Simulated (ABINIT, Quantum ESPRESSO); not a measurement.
An ABINIT input for a self-consistent single point of ZnO (P6_3mc, 4 atoms in the cell) (DFT, PBE, plane waves, PAW (JTH v2.0 PBE PAW)):

```
# ZnO, JTH v2.0 PBE PAW
pp_dirpath "./"
pseudos "Zn.GGA_PBE-JTH.xml, O.GGA_PBE-JTH.xml"
acell 3.1645093935 3.1645093935 5.1045640000 Angstrom
rprim
         1.0000000000    0.0000000445    0.0000000000
        -0.5000000385    0.8660253815    0.0000000000
         0.0000000000    0.0000000000    1.0000000000
natom 4
ntypat 2
znucl 30 8
typat 1 1 2 2
xred
         0.6666666667    0.3333333333    0.5005900000
         0.3333333333    0.6666666667    0.0005900000
         0.6666666667    0.3333333333    0.8797200000
         0.3333333333    0.6666666667    0.3797200000
ecut 816 eV
pawecutdg 1633 eV
pawovlp -1
pawxcdev 0
occopt 1
nband 21
kptopt 1
ngkpt 10 10 5
nshiftk 1
shiftk 0 0 0
nstep 100
toldfe 1.0e-09
diemac 9
prtwf 0
prtden 0
enunit 2
```

Task: Write the same calculation as an input for Quantum ESPRESSO.

Result: This is the input that was run; spellings and numerical settings could be chosen otherwise.

```fortran
&control
 calculation = 'scf'
 prefix = 'ZnO'
 outdir = './tmp/'
 pseudo_dir = './'
 tprnfor = .true.
 tstress = .true.
/
&system
 ibrav = 0
 celldm(1) = 5.98005607
 nat = 4
 ntyp = 2
 ecutwfc = 55
 ecutrho = 330
 occupations = 'fixed'
 nbnd = 22
/
&electrons
 conv_thr = 1.0e-11
 mixing_beta = 0.7
/
ATOMIC_SPECIES
Zn    65.3800  Zn.pbe-dn-kjpaw_psl.1.0.0.UPF
O     15.9990  O.pbe-n-kjpaw_psl.0.1.UPF
ATOMIC_POSITIONS crystal
Zn    0.66666667    0.33333333    0.50059000
Zn    0.33333333    0.66666667    0.00059000
O     0.66666667    0.33333333    0.87972000
O     0.33333333    0.66666667    0.37972000
K_POINTS automatic
10 10 5  0 0 0
CELL_PARAMETERS alat
   1.00000000     0.00000000     0.00000000
  -0.50000000     0.86602540     0.00000000
   0.00000000     0.00000000     1.61306647
```

Basis settings and potentials, where a program has them, do not carry over. This input uses DFT, PBE, plane waves, PSlibrary PAW (PBE) pseudopotentials. Both were run: pressure 16.89 GPa in ABINIT and 16.38 in Quantum ESPRESSO; largest force 0.001 eV/Å in ABINIT and 0.002 in Quantum ESPRESSO; gap on the mesh 0.890 eV in ABINIT and 0.875 in Quantum ESPRESSO.

On ABINIT: the starting cell comes from a database of computed structures (which also holds hypothetical and non-ambient phases and stackings), without a prior relaxation at this level. Its lattice was rescaled by a random factor within 2.5 % of one. With a pressure of about 17 GPa the cell is away from its equilibrium volume at this level.

On Quantum ESPRESSO: the starting cell comes from a database of computed structures (which also holds hypothetical and non-ambient phases and stackings), without a prior relaxation at this level. Its lattice was rescaled by a random factor within 2.5 % of one. With a pressure of about 16 GPa the cell is away from its equilibrium volume at this level.
